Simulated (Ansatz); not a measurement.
AlP (F-43m), HSE06, rigid bands (Ansatz, a program for electronic structure): band gap 2.28 eV, N_c = 1.60e19 cm⁻³ and N_v = 9.17e19 cm⁻³ at 300 K, conductivity masses of 0.327 mₑ (electrons) and 0.584 mₑ (holes). Take k_BT = 0.02585 eV.

Task: Find the intrinsic carrier density and the intrinsic Fermi level.

Result: n_i = √(N_c N_v) exp(−E_g/2k_BT) = 3.83e19 × exp(−44.10) = 2.7e0 cm⁻³. The level lies (k_BT/2) ln(N_v/N_c) = 23 meV from mid-gap (positive towards the conduction band). Each 0.1 eV added to the gap lowers n_i by a factor of 6.9.

Task: What thermal injection velocity √(2k_BT/πm) limits a ballistic channel?

Result: 9.41e6 cm/s for electrons and 7.04e6 cm/s for holes, a ratio of √(m_h/m_e) = 1.34, for dilute carriers.

Task: What built-in voltage has an abrupt junction with N_A = 1e17 and N_D = 1e18 cm⁻³, all dopants ionised?

Result: V_bi = E_g/e − (k_BT/e) ln(N_c N_v/(N_A N_D)) = 2.28 − 0.02585 × 9.59 = 2.03 V. It follows the computed gap one for one.

Rigid, parabolic bands with the computed gap; masses take one relaxation time for all states. Spin-orbit coupling is left out; where it splits the top of the valence band, N_v and the p-type Seebeck coefficient come out somewhat high without it. Geometry: cell and atoms relaxed with PBEsol.
